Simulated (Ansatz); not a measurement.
**CaScO₂F (model structure, started from the SrVO2H type, P4/mmm, No. 123, 5 atoms in the cell)**

Computed with LDA in Ansatz (PAW).

Settings: plane-wave cutoff 520 eV, 8×8×8 k mesh, Fermi–Dirac smearing 0.01 eV, scalar-relativistic PAW data made under PBE.

Cell (relaxed at this level):

```cif
data_CaFO2Sc
_chemical_formula_sum 'Ca1 Sc1 O2 F1'
_space_group_name_H-M_alt 'P 1'
_space_group_IT_number 1
_cell_length_a 4.01753
_cell_length_b 4.01753
_cell_length_c 3.90803
_cell_angle_alpha 90.000
_cell_angle_beta 90.000
_cell_angle_gamma 90.000
loop_
_space_group_symop_operation_xyz
  'x, y, z'
loop_
_atom_site_label
_atom_site_type_symbol
_atom_site_fract_x
_atom_site_fract_y
_atom_site_fract_z
_atom_site_occupancy
Ca1 Ca 0.50000 0.50000 0.50000 1
Sc1 Sc 0.00000 0.00000 0.00000 1
O1 O 0.50000 0.00000 0.00000 1
O2 O 0.00000 0.50000 0.00000 1
F1 F 0.00000 0.00000 0.50000 1
```

For CaScO₂F (model structure, started from the SrVO2H type, P4/mmm, No. 123, 5 atoms in the cell), the band gap is 2.81 eV (on the SCF k mesh) and the bulk modulus B0 is 145 GPa.

Note: the bulk modulus is −V dP/dV from two relaxed cells at ±2 % in volume; the relaxation could raise the start's symmetry but not lower it, so the cell can be a saddle point.

Static lattice: no zero-point or thermal effects.

Cost on a shared machine: around 50 core-seconds (rough).

A model structure was made by putting elements into a prototype or built by hand; it is no filed structure, need not be a known phase, and can be a saddle point held by its symmetry.

Ansatz is a first-principles code.
